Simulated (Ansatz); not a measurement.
Defect calculation: Ru on the W site (Ru_W) in bcc W

The numbers are results of PBE, PAW (plane waves to 420 eV; Ansatz, a first-principles code), not measurements. Cell and caveats: 54-site cell; 4×4×4 shifted k-points; start: the W site; no spin–orbit coupling; finite-size errors of tenths of an eV; the relaxation kept the symmetry of the starting site.

Neighbours after relaxation, in Å: of the Ru atom: W 2.77, W 2.77, W 2.77, W 2.77, W 2.77, W 2.77, W 2.77, W 2.77 (the shell may go on).

Formation energies E_f are those of the neutral cell. Chemical conditions: host crystal and elements as references (Δμ(W) = 0.00 eV, Δμ(Ru) = 0.00 eV; Ru taken from its element, since no compound that bounds it was computed at this level; only phases computed here count, gases as isolated molecules at 0 K). Reference phases: Ru: hcp Ru, W: bcc W.

```json
[
 {"charge": "0", "moment (μB)": "not spin-polarised", "point group": "Oh", "largest move off a lattice site (Å)": "0.02", "E_f, host crystal and elements as references (eV)": "0.78"}
]
```

Point groups are those of the whole cell at tolerances of 0.03 and 0.1 Å ("near" where only the looser one holds); none is given for unsettled states.

All states together cost around 6 core-minutes (rough).
